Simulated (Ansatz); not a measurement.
## How the equilibrium volume per atom of ZrGe2 (model structure, started from the MoSi2 type, I4/mmm, No. 139, 3 atoms in the cell) moves with the method

No measured value is used here.

| level (code) | value (Å³/atom) |
|---|---|
| PBE (Ansatz) | 18.42 |
| PBEsol (Ansatz) | 17.69 |
| PBE-D3(BJ) (Ansatz) | 17.72 |

Ansatz's density-functional and Hartree–Fock values are scalar-relativistic unless marked +SOC, with PAW data made under PBE.

A model structure was made by putting elements into a prototype or built by hand; it is no filed structure, need not be a known phase, and can be a saddle point held by its symmetry.

Ansatz is a first-principles code.
